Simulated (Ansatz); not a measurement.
Results of r²SCAN+SOC (PAW; Ansatz, a first-principles code) for SrHfN2 (model structure, started from the LiVN2 type, Pna2₁, No. 33, 16 atoms in the cell).

Settings: plane-wave cutoff 560 eV, 4×4×6 k mesh (along the axes of the cell as run), Fermi–Dirac smearing 0.01 eV, PAW data made under PBE.

Cell (relaxed with PBEsol):

Space group Pna2₁ (No. 33); a = 6.3660 Å, b = 7.8528 Å, c = 5.6788 Å, α = 90.00°, β = 90.00°, γ = 90.00°

| atom | site | symmetry | x | y | z |
|---|---|---|---|---|---|
| Sr | 4a | 1 | 0.4173 | 0.1205 | 0.4818 |
| Hf | 4a | 1 | 0.0648 | 0.1263 | 0.0000 |
| N | 4a | 1 | 0.0473 | 0.0936 | 0.3538 |
| N | 4a | 1 | 0.1189 | 0.6617 | 0.4344 |

**Question.** Predict the band gap.

**Answer.** 
- band gap = 2.68 eV (on the SCF k mesh)

Note: the relaxation could raise the start's symmetry but not lower it, so the cell can be a saddle point; cell and atoms aren't relaxed at this level (largest force component 0.09 eV/Å, pressure 1.8 GPa).

Cost on a shared machine: about 60 core-minutes (a rough figure).

A model structure was made by putting elements into a prototype or built by hand; it is no filed structure, need not be a known phase, and can be a saddle point held by its symmetry.
